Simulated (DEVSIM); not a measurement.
Structure: Au/AlN/SiO2/p-Si capacitor, at 300 K.

Layer 1 from the left is AlN, thickness (nm) 5.00. Layer 2 from the left is SiO2, thickness (nm) 0.580. Layer 3 from the left is Si, thickness (nm) 2600, Na (cm⁻³) 4.8e16.

Metal gate on the left, work function 5.1 eV. Fixed charge at the semiconductor interface 0 cm⁻² (in units of +e); no interface traps.

The device is made up for the run: typed textbook-type constants, with dimensions and the other settings drawn at random. Values at 300 K.

AlN: gap (eV) 6.1, affinity (eV) 1.9, permittivity 8.5. SiO2: gap (eV) 9, affinity (eV) 0.9, permittivity 3.9. Si: gap (eV) 1.124, affinity (eV) 4.05, permittivity 11.7, Nc (cm⁻³) 2.86e19, Nv (cm⁻³) 3.1e19.

Simulated with DEVSIM: 1D Poisson equation in equilibrium, Boltzmann statistics, complete ionisation; no quantum confinement or tunnelling. Metal contacts follow the ideal Schottky-Mott rule: no Fermi-level pinning, no interface dipoles.

Problem. What does the simulation give for the flat-band voltage, the minimum of the low-frequency capacitance, the threshold voltage (band bending 2φF)?

Solution. flat-band voltage 0.09 V; minimum of the low-frequency capacitance 0.0754 μF/cm²; threshold voltage (band bending 2φF) 0.98 V.
